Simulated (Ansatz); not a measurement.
What biaxial strain +2.00 %, plane normal [001], relaxed out of plane does to C

The parent structure is C in the diamond structure (space group Fd-3m, No. 227; a = 3.532 Å). Axes: x, y, z lie along the cube axes.

The change: tensile biaxial strain of 2.00 % in the plane normal to [001], as in epitaxy on a mismatched substrate; the out-of-plane cell vector and the atoms relax.

All numbers come from LDA (Ansatz, a program for electronic structure), no spin-orbit coupling. Settings: 16×16×16 k-points, 0.05 eV Fermi–Dirac smearing.

| quantity | base | changed | shift |
|---|---|---|---|
| space group | Fd-3m (No. 227) | I4_1/amd (No. 141) | – |
| shortest interatomic distance | 2.890 bohr | 2.924 bohr | +0.034 bohr |
| energy relative to the base (free energy F) | 0 meV/atom | +16 meV/atom | +16 meV/atom |
| pressure (mean of the normal stresses, compression positive) | 0.00 GPa | -15.04 GPa | -15.033 GPa |
| band gap | 4.17 eV | 3.45 eV | -0.72 eV |
| gap character | – | indirect, Γ → Γ–M (75 % along) | – |
| electron mass | 1.8 mₑ along k, 0.29 mₑ across (off the special points) | 1.5 mₑ along k, 0.29 mₑ across (off the special points) | – |
| valence-band top at Γ (three highest levels, from the VBM) | 0.00, 0.00, 0.00 eV | 0.00, -0.37, -0.37 eV | – |
| out-of-plane strain | – | -0.53 % | – |
| ratio −ε⊥/ε∥ | – | 0.27 | – |

Masses are band curvatures over ±0.01 Å⁻¹ around the edge. Along k means along the line from Γ to the band edge. Stability against distortions was not tested. k-point labels follow each cell's own Brillouin zone.
